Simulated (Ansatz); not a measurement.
Band edges of zincblende GaP (F-43m) under uniaxial stress along [110]

Cell and atoms are relaxed with PBEsol to each stress (compression positive); bands and masses by PBEsol with spin-orbit coupling, rigid bands (plane waves, PAW; Ansatz, a first-principles code). Strains are changes of length against the unloaded cell.

```
CELL_PARAMETERS angstrom
      0.00000     2.71922     2.71922
      2.71922     0.00000     2.71922
      2.71922     2.71922     0.00000
ATOMIC_POSITIONS crystal
  Ga 0.00000 0.00000 0.00000
  P  0.25000 0.25000 0.25000
```

```tsv
stress (GPa)	strain [110] (%)	strain [1−10] (%)	strain [00−1] (%)	gap (eV)	mean mₑ*
-2.00	1.50	-0.03	-0.66	1.294	0.35
0	0	0	0	1.427	0.35
1.00	-0.71	0.02	0.31	1.372	0.34
2.00	-1.40	0.04	0.61	1.309	0.34
```

[110] is the direction of the load. Masses are conductivity masses at 300 K in electron masses, harmonic means over x, y and z.

**Question.** From the two loads next to zero, find the Young modulus and the ratio of transverse to axial strain, taking [1−10].

**Answer.** Between -2.00 and 1.00 GPa the strain along [110] changes by -2.21 % and that along [1−10] by 0.05 %. The modulus is 3.00/0.0221 = 136 GPa and the ratio of the strains 0.02 (PBEsol, atoms relaxed).

**Question.** How fast does the gap move on either side of zero load?

**Answer.** Under tension, (1.294 − 1.427) eV over -2.00 GPa = 66 meV/GPa, or about -8.9 eV per unit strain; under compression, (1.372 − 1.427) eV over 1.00 GPa = -55 meV/GPa, or about 7.7 eV per unit strain. The two slopes part by 121 meV/GPa; gaps are resolved to about 0.01 eV, which allows 15 meV/GPa, so they differ, even in sign: the gap has a turning point near zero load.

Masses are those of dilute carriers in rigid bands with one relaxation time, without polarons. Third decimals of gaps are kept for the arithmetic. Every relaxation keeps the zincblende phase (space group Imm2 under this load), so a transition, a distortion that breaks the symmetry or fracture can't show.
